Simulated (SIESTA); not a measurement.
Input and output of a self-consistent single point for LaSi₂Ir₂ (I4/mmm, 5 atoms in the cell) (SIESTA)

Computed with GGA PBEsol, numerical atomic orbitals DZP, PseudoDojo PBEsol standard norm-conserving potentials (rewritten from UPF to PSML) (SIESTA 5.4.2).

The input file:

```
# files in the folder: La.psml Si.psml Ir.psml (PseudoDojo PBEsol standard)
SystemName  La(SiIr)2
SystemLabel siesta

NumberOfAtoms                5
NumberOfSpecies              3
%block ChemicalSpeciesLabel
  1 57 La
  2 14 Si
  3 77 Ir
%endblock ChemicalSpeciesLabel
LatticeConstant              1.0 Bohr
%block LatticeVectors
    -3.902152167    3.902152167    9.776705976
     3.902152167   -3.902152167    9.776705976
     3.902152167    3.902152167   -9.776705976
%endblock LatticeVectors
AtomicCoordinatesFormat      Bohr
%block AtomicCoordinatesAndAtomicSpecies
     0.000000000    0.000000000    0.000000000  1
    -0.000000000    0.000000000   12.299878254  2
    -0.000000000    0.000000000    7.253533697  2
     3.902152167    0.000000000    4.888352988  3
     0.000000000    3.902152167    4.888352988  3
%endblock AtomicCoordinatesAndAtomicSpecies

XC.functional                GGA
XC.authors                   PBEsol
PAO.BasisSize                DZP
PAO.EnergyShift              0.01 Ry
MeshCutoff                   300 Ry
%block kgrid.MonkhorstPack
    9   0   0  0.0
    0   9   0  0.0
    0   0   9  0.0
%endblock kgrid.MonkhorstPack
OccupationFunction           MP
OccupationMPOrder            0
ElectronicTemperature        272.0 meV

MaxSCFIterations             150
SCF.Mixer.Method             Pulay
SCF.Mixer.Weight             0.2
SCF.Mixer.History            6
SCF.DM.Tolerance             1.0E-04
Diag.ParallelOverK           true
WriteForces                  true
```

Output (repeated stretches shortened):

```
reinit: Reading from file input.fdf

reinit: System Name: La(SiIr)2
reinit: System Label: siesta

coor:   Atomic-coordinates input format  =     Cartesian coordinates
coor:                                            (in Bohr units)

siesta: Atomic coordinates (Bohr) and species
siesta:      0.00000   0.00000   0.00000  1        1
siesta:     -0.00000   0.00000  12.29988  2        2
siesta:     -0.00000   0.00000   7.25353  2        3
siesta:      3.90215   0.00000   4.88835  3        4
siesta:      0.00000   3.90215   4.88835  3        5

siesta: System type = bulk

initatomlists: Number of atoms, orbitals, and projectors:      5    83   132

siesta: ******************** Simulation parameters ****************************
redata: Spin configuration                          = none
redata: Time-Reversal Symmetry                      = T
redata: Number of Atomic Species                    =        3
redata: Mesh Cutoff                                 =   300.0000 Ry
redata: Net charge of the system                    =     0.0000 |e|
redata: Min. number of SCF Iter                     =        0
redata: Max. number of SCF Iter                     =      150
redata: SCF convergence failure will abort job
redata: SCF mix quantity                            = Hamiltonian
redata: Mix DM or H after convergence               =   F
redata: Recompute H after scf cycle                 =   F
redata: Mix DM in first SCF step                    =   T
redata: No kicks to SCF
redata: DM Mixing Weight for Kicks                  =     0.5000
redata: Require Harris convergence for SCF          =   F
redata: Harris energy tolerance for SCF             =     0.000100 eV
redata: Require DM convergence for SCF              =   T
redata: DM tolerance for SCF                        =     0.000100
redata: Require EDM convergence for SCF             =   F
redata: EDM tolerance for SCF                       =     0.001000 eV
redata: Require H convergence for SCF               =   T
redata: Hamiltonian tolerance for SCF               =     0.001000 eV
redata: Require (free) Energy convergence for SCF   =   F
redata: (free) Energy tolerance for SCF             =     0.000100 eV
redata: Using DFT-D3 dispersion                     =   F
redata: Using Saved Data (generic)                  =   F
redata: Method of Calculation                       = Diagonalization
redata: Electronic Temperature                      =  3156.4289 K
redata: Number of TDED substeps                     =        3
redata: Dynamics option                             = Single-point calculation
redata: Save all siesta data in one NC              =   F
redata: ***********************************************************************

%block SCF.Mixers
  Pulay
%endblock SCF.Mixers

%block SCF.Mixer.Pulay
  # Mixing method
  method pulay
  variant stable

  # Mixing options
  weight 0.2000
  weight.linear 0.2000
  history 6
%endblock SCF.Mixer.Pulay

DM_history_depth set to one: no extrapolation allowed by default for geometry relaxation
Size of DM history Fstack: 1
Total number of electrons:    53.000000
Total ionic charge:    53.000000

* ProcessorY, Blocksize:    1  64

* Orbital distribution balance (max,min):    83    83

 Kpoints in:          405 . Kpoints trimmed:          365

siesta: k-grid: Number of k-points = 365
siesta: k-points from Monkhorst-Pack grid
siesta: k-cutoff (effective) =    18.584 Ang
siesta: k-point supercell and displacements
siesta: k-grid:     9     0     0      0.000
siesta: k-grid:     0     9     0      0.000
siesta: k-grid:     0     0     9      0.000

diag: Algorithm                                     = D&C
diag: Parallel over k                               =   F
diag: Use parallel 2D distribution                  =   F
diag: Parallel block-size                           = 64
diag: Parallel distribution                         =     1 x     1
diag: Used triangular part                          = Lower
diag: Absolute tolerance                            =  0.100E-15
diag: Orthogonalization factor                      =  0.100E-05
diag: Memory factor                                 =  1.0000

superc: Internal auxiliary supercell:     7 x     7 x     7  =     343
superc: Number of atoms, orbitals, and projectors:   1715  28469  45276

                        Single-point calculation

superc: Internal auxiliary supercell:     7 x     7 x     7  =     343
superc: Number of atoms, orbitals, and projectors:   1715  28469  45276

outcell: Unit cell vectors (Ang):
       -2.064930    2.064930    5.173610
        2.064930   -2.064930    5.173610
        2.064930    2.064930   -5.173610

outcell: Cell vector modules (Ang)   :    5.940885    5.940885    5.940885
outcell: Cell angles (23,13,12) (deg):    139.3213    139.3213     58.8852
outcell: Cell volume (Ang**3)        :     88.2398
new_DM -- step:     1
Initializing Density Matrix...

Attempting to read DM from file... Failed...
DM filled with atomic data:

InitMesh: MESH = 54 x 54 x 48 = 139968
InitMesh: Mesh cutoff (required, used) =   300.000   312.761 Ry

stepf: Methfessel-Paxton step function
       Using Hermite-Gauss polynomials of order  0

        iscf     Eharris(eV)        E_KS(eV)     FreeEng(eV)     dDmax    Ef(eV) dHmax(eV)
   scf:    1    -7307.710353    -7398.233664    -7398.351880  1.703128 -2.656191 27.490686
   scf:    2    -7440.131429    -7437.995425    -7438.054347  0.859331 -3.752686  3.559756
   scf:    3    -7439.130755    -7438.659557    -7438.717261  0.069598 -3.817087  1.929980
   scf:    4    -7439.096043    -7438.971162    -7439.037346  0.111356 -4.028669  0.499410
   scf:    5    -7438.841835    -7438.943179    -7439.009412  0.053685 -4.021816  0.636691
   scf:    6    -7439.005038    -7438.979765    -7439.046294  0.014221 -4.031449  0.283858
   scf:    7    -7438.986198    -7438.987110    -7439.054085  0.012200 -4.040066  0.054832
   scf:    8    -7438.987585    -7438.987367    -7439.054271  0.001133 -4.038740  0.029949
   scf:    9    -7438.987551    -7438.987487    -7439.054347  0.000988 -4.038663  0.000686
   scf:   10    -7438.987488    -7438.987487    -7439.054347  0.000022 -4.038679  0.000212

SCF Convergence by DM+H criterion
max |DM_out - DM_in|         :     0.0000218462
max |H_out - H_in|      (eV) :     0.0002120632
SCF cycle converged after 10 iterations

Using DM_out to compute the final energy and forces

siesta: E_KS(eV) =            -7438.9875

siesta: E_KS - E_eggbox =     -7438.9875

siesta: Atomic forces (eV/Ang):
     1    0.000000    0.000000   -0.000000
     2   -0.001545   -0.001545   -0.162896
     3    0.001545    0.001545    0.162896
     4   -0.000561    0.000561    0.000000
     5    0.000561   -0.000561   -0.000000
   Tot    0.000000    0.000000   -0.000000
   Max    0.162896
   Res    0.059487    sqrt( Sum f_i^2 / 3N )
   Max    0.162896    constrained

Stress tensor Voigt[x,y,z,yz,xz,xy] (kbar):       26.71       26.71       27.13        0.00        0.00        0.22
(Free)E + p*V (eV/cell)    -7440.5333
Target enthalpy (eV/cell)    -7439.0543

siesta: Program's energy decomposition (eV):
siesta: Ebs     =     -1466.155512
siesta: Eions   =     10186.494415
siesta: Ena     =      1581.755834
siesta: Ekin    =      2061.241782
siesta: Enl     =       472.602732
siesta: Eso     =         0.000000
siesta: Edftu   =         0.000000
siesta: DEna    =       110.507924
siesta: DUscf   =         3.618680
siesta: DUext   =         0.000000
siesta: Ex      =     -1370.264333
siesta: Ec      =      -111.955690
siesta: Exc     =     -1482.220023
siesta: Eharris =     -7438.987488
siesta: Etot    =     -7438.987487
siesta: FreeEng =     -7439.054347

siesta: Atomic forces (eV/Ang):
siesta:      1    0.000000    0.000000   -0.000000
siesta:      2   -0.001545   -0.001545   -0.162896
siesta:      3    0.001545    0.001545    0.162896
siesta:      4   -0.000561    0.000561    0.000000
siesta:      5    0.000561   -0.000561   -0.000000
siesta: ----------------------------------------
siesta:    Tot    0.000000    0.000000   -0.000000

siesta: Stress tensor (static) (eV/Ang**3):
siesta:     0.016674    0.000140    0.000003
siesta:     0.000140    0.016674    0.000003
siesta:     0.000003    0.000003    0.016934

siesta: Cell volume =         88.239766 Ang**3

siesta: Pressure (static):
siesta:                Solid            Molecule  Units
siesta:          -0.00018254         -0.00016455  Ry/Bohr**3
siesta:          -0.01676030         -0.01510829  eV/Ang**3
siesta:         -26.85296495        -24.20615691  kBar
```

The run converged in 10 iterations.

The starting cell comes from a database of computed structures (which also holds hypothetical and non-ambient phases and stackings), without a prior relaxation at this level. Spin polarisation is off. Values carry the incompleteness of an atom-centred basis.

Cost on one core of a shared machine: roughly 70 s.
